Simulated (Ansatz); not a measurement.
## Element substitutions in Zr

Take Zr in the hcp (Mg type) structure (space group P6_3/mmc, No. 194) as the base.

```xyz
2
Lattice="3.1847 0.0000 0.0000 -1.5924 2.7581 0.0000 0.0000 0.0000 5.1172" Properties=species:S:1:pos:R:3 pbc="T T T"
Zr     0.0000     1.8387     3.8379
Zr     1.5924     0.9194     1.2793
```

Each row replaces one element on all its sites; cell and atoms are relaxed.

Method: PBEsol/PAW in Ansatz (a program for electronic structure), spin-orbit coupling left out, earlier PAW set.

Candidates:
(a) Zr → Nb
(b) Zr → Y
(c) Zr → Mn
(d) Zr → Sr

Before the change:

The lattice parameter a is 3.185 Å.

Problem. Order them by lattice parameter a, lowest first.

Solution. (c) Zr → Mn (2.452 Å), (a) Zr → Nb (2.833 Å), (b) Zr → Y (3.599 Å), (d) Zr → Sr (4.190 Å)

No phonon test of stability was made. For Nb and Mn in this form, whether it has been made was not checked. Starting moments died away, wholly or in part, for Zr → Mn; another magnetic solution may exist. All final runs are without spin polarisation. This is not the structure that Nb has at room temperature and ambient pressure. This is not the structure that Mn has at room temperature and ambient pressure. This is not the structure that Sr has at room temperature and ambient pressure.
